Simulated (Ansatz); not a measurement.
Cost and result by functional for the adsorption energy of O on the 1x1 (110) surface of zinc-blende GaAs (cut with top plane As + Ga), one in a 2x1 cell, started at the site 'hollow As', in Ansatz (plane waves, PAW). Single points on the PBE structure, on one kind of machine; costs are rough ratios of the slab run's core time (references not counted) to the cheapest single point. r2SCAN's cost holds its higher cutoff (500 against 420 eV). Differences are taken against r2SCAN for comparison alone: no measured value is at hand, so the table doesn't rank accuracy. The points keep PBE's geometry, so the relaxation of a polaron and the settling of charge on one site are left out.

Host crystal: zinc-blende GaAs, with a band gap (PBE, scalar-relativistic without spin-orbit coupling).

Model: 21-atom slab, 8.6 Å thick at the start under the adsorbate (thin: gaps and levels are the slab's own), 3x4x1 mesh, Fermi-Dirac 0.01 eV, dipole correction, 8 atoms held, the rest relaxed; start symmetry kept, larger cells not searched; spin-polarised, no spin-orbit, no U, no dispersion correction. The starting moment vanished. At the end it is bonded to As + 2 Ga. In PBE it is, or lies within 0.03 eV of, the lowest of the starts that converged. These notes are the PBE run's. r2SCAN: The program's check for a lower electronic state was not made. Adsorption energies are against ½ O2(g). A negative adsorption energy means that the adsorbate is more stable on the surface than in its reference.

```csv
functional,relative cost,adsorption energy (eV),less r2SCAN (eV)
RPBE,1,-0.38,0.01
r2SCAN,2,-0.39,0.00
PBE (the relaxed run's value),–,-0.54,-0.15
```

The values span 0.16 eV, while the single points' costs differ by a factor of roughly 2. Differences are of unrounded values.

Ansatz is an electronic-structure program.
